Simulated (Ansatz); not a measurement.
Abridged Ansatz (a first-principles code) output:

```
Pseudopotential: Te, paw, valence charge 16
Pseudopotential: O, paw, valence charge 6
Crystal: 3 atoms, lattice volume = 37.722 Å³
Basis set: ecut = 420 eV, 725 PW (Γ), exchange–correlation on 54×54×54 points (8 copies of the dense FFT grid, shifted against one another)
Bands: 18, of which v1, the nominal top of the filled ones, is band 14 counted from 1 (13 counted from 0)
Symmetry: 48 space group operations
k-points: 56 of 1331
Functional: x = pbesol(κ = 0.804, μ = 0.12345679012345678), c = pbesol(β = 0.046)
SCF iter   1: F=—  HF=-8020.445159 eV  |F-HF|=—  |Δ(HF+E_count)|=         —  Δρ=9.58e-3  dr2=2.19e-2  ethr=1.77e-3  ⟨swp⟩=5.8  Hψ=5214  notcnv=0
SCF iter   2: F=—  HF=-8020.441473 eV  |F-HF|=—  |Δ(HF+E_count)|=   3.69e-3  Δρ=4.92e-3  dr2=9.80e-3  ethr=7.83e-5  ⟨swp⟩=2.0  Hψ=2174  notcnv=0
SCF 1 converged in 7 iterations: F = -8020.439047 eV  dr2 = 1.37e-10
SCF converged after 7 iterations
Free energy (F): -8020.439047 eV
Internal energy: -8020.439039 eV  (E = F + TS)
E sigma→0 (E₀):  -8020.439043 eV
Entropy (-TS):   -0.000007 eV (-0.002 meV/atom)
Fermi energy:    12.138029 eV
--- Forces (eV/Å), atoms counted from 1 ---
  atom   1  Te    -0.00000000     0.00000000     0.00000000
  atom   2  O     -0.00000000    -0.00000000    -0.00000000
  atom   3  O      0.00000000     0.00000000    -0.00000000
--- Stress (GPa, compression-positive) ---
        0.004320      -0.000000      -0.000000
       -0.000000       0.004320       0.000000
        0.000000      -0.000000       0.004320
  P = ⅓ Tr σ = 0.0043 GPa (0.043 kbar)
```

### Question
What was computed, and what are the main results?

### Answer
TeO2, 3 atoms in the cell, with PBEsol (Ansatz; PAW; 420 eV plane waves; no SOC). The last SCF converged to F = -8020.439047 eV, or -2673.4797 eV per atom, at a pressure of 0.00 GPa. The total energy compares only with runs of the same code, potentials and settings.

Spin-orbit coupling, missing from the scalar runs, can matter with Te. Whether these cells are dynamically stable was not tested. The cell is TeO2 in the fluorite structure (space group Fm-3m, No. 225; a hypothetical phase, not in the database extracts checked).
